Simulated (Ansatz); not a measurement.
WO3 (P-42₁m, No. 113, 16 atoms in the cell; start mp-2235359; a measured phase of this formula has another space group) was calculated with LDA (plane waves, PAW; Ansatz, an electronic-structure program).

Settings: plane-wave cutoff 520 eV, 6×6×10 k mesh (along the axes of the cell as run), Fermi–Dirac smearing 0.01 eV, no spin polarisation, scalar-relativistic PAW data made under PBE.

Cell (relaxed at this level):

WO$_{3}$ has the tetragonal space group P-42₁m (No. 113), Pearson symbol tP16. Conventional cell: a = b = 7.520 Å, c = 3.839 Å, α = β = γ = 90.00°. W on 4e is coordinated by 3 O at 1.771–1.810 Å and 3 O at 1.982–2.076 Å (octahedral). O1 on 4e sees 1 W at 1.771 Å and 1 W at 2.076 Å (linear). O2 on 8f is surrounded by 1 W at 1.810 Å and 1 W at 1.982 Å (linear). (Neighbours: up to the widest gap in distance over summed covalent radii, below 1.35, at either atom; cation-cation and far metal-metal contacts left out.)

Problem. What does this level give for the band gap?

Solution. 
* **band gap**: 1.09 eV (on the SCF k mesh)

Note: the relaxation could not lower the start's symmetry, so the cell can be a saddle point above a distorted one.

Spin–orbit coupling is not included.

Static lattice: no zero-point or thermal effects.

Computing time: about 12 core-minutes (a rough figure).

A start named mp-… is a Materials Project structure, which need not be a measured phase.
